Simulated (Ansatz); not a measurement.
# BAs (model structure, started from the GeS type, Pnma, No. 62, 8 atoms in the cell)

Method: LDA (PAW; Ansatz, a program for electronic structure).

Run with plane-wave cutoff 520 eV, 6×18×16 k mesh (along the axes of the cell as run), Fermi–Dirac smearing 0.05 eV, scalar-relativistic PAW data made under PBE.

Cell (relaxed at this level):

AsB is modelled in the orthorhombic space group Pnma (No. 62), Pearson symbol oP8. Conventional cell: a = 6.536 Å, b = 3.378 Å, c = 5.621 Å, α = 90.00°, β = 90.00°, γ = 90.00°. B on 4c is surrounded by 4 As at 2.005–2.116 Å. As on 4c is coordinated by 4 B at 2.005–2.116 Å. (Neighbours: up to the widest gap in distance over summed covalent radii, below 1.35, at either atom.)

```
Item                                                      Value
-------------------------------------------  ------------------
band gap                                     0.38 eV (indirect)
smallest direct gap on the k points sampled             1.05 eV
```

Note: the relaxation could raise the start's symmetry but not lower it, so the cell can be a saddle point.

Spin–orbit coupling is not included.

The computed numbers hold no vibrational or temperature effects.

It cost roughly 4 core-minutes of CPU time.

A model structure was made by putting elements into a prototype or built by hand; it is no filed structure, need not be a known phase, and can be a saddle point held by its symmetry.
